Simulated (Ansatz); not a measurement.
# C in the diamond structure (space group Fd-3m, No. 227)

Space group Fd-3m, origin choice 1 (No. 227); a = 3.5716 Å, b = 3.5716 Å, c = 3.5716 Å, α = 90.00°, β = 90.00°, γ = 90.00°

```csv
atom,site,symmetry,x,y,z
C,8b,-43m,0.5000,0.5000,0.5000
```
(The calculation used a cell of 2 atoms; values per cell refer to that cell.)

Computed with DFT with PBE, PAW potentials and a 420 eV plane-wave cutoff in Ansatz (a quantum-chemistry and plane-wave program), no spin-orbit coupling. Γ-centred 16×16×16 mesh, Fermi–Dirac width 0.05 eV.

- Volume per atom = 5.69 Å³
- Density = 3.50 g/cm³
- Band gap = 4.13 eV, indirect, Γ → Γ–X (71 % along)
- Electron mass = 1.7 mₑ along k, 0.29 mₑ across
- Hole mass (degenerate bands, along [100]) = 0.30, 0.30, 0.51 mₑ
- Lowest conduction-band minima above the VBM = a point along ⟨100⟩, about 1.2 Å⁻¹ from Γ 4.13 eV
- Total energy = -250.808 eV/atom (σ→0; compares only within this code and set-up)

Effective masses come from finite differences of ±0.01 Å⁻¹. Along k means along the line from Γ to the band edge. No phonon test of stability was made.
